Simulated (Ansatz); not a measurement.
**Hf: energy against strain**

Hf (hcp, P6_3/mmc, 22.363 Å³/atom and stress up to 0.01 GPa in the relaxed cell, c along z) under a strain ε along a direction in the basal plane (axis x), the other axes held. r2SCAN in Ansatz, a plane-wave DFT program (PAW, default set), 500 eV, 21×21×12 Γ-centred mesh, Fermi-Dirac smearing 0.10 eV; ions are relaxed, or left where forces stay under 0.02 eV/Å, within the symmetry of each cell.

Here s stands for strain and y for E less E0.

```csv
strain (%),E less E0 (meV/atom)
-3.00,?
-1.50,3.05
-1.00,1.32
-0.50,0.31
0.00,0.00
0.50,0.36
1.00,1.36
1.50,2.99
```

Problem. Fit y against s with a parabola, and predict the withheld value at s = -3.00.

Solution. Least squares gives y = -0.001 - 0.0036·s + 1.3424·s². Residuals (row less fit): 0.025, -0.025, -0.026, 0.001, 0.027, 0.022, -0.024; standard error 0.031 (degrees of freedom: 4). Twice the quadratic coefficient over the volume, 2 × 1.3424 meV × 10⁴ × 0.1602 / 22.363 Å³, is the elastic constant C11 = about 190 GPa. At the withheld row, y = -0.001 - 0.0036 × (-3.0) + 1.3424 × (-3.0)² = 12.091 meV/atom. The calculation gives 12.78 meV/atom, 0.689 meV/atom above the prediction (5.4 % of the range of y in the table). The row lies outside the fitted rows, so this is an extrapolation. From the scatter of the fitted rows alone, a prediction at this place has a standard error of 0.117 meV/atom, so the miss is 5.9 times that.

A polynomial of degree 3 through the 12 other runs of the series gives 12.77 there, so most of the miss is curvature that the fit leaves out. In a metal these values are sensitive to mesh and smearing; energies are taken to zero smearing, stresses follow the free energy. Rows are the converged runs of the series near zero and its far end; series whose fitted rows scatter by over a few per cent of the range, as at a crossing or softening among them, aren't shown in this form, nor equations of state whose B0' disagrees with the runs' pressures. Most that stay on the fit to the last digits aren't either.
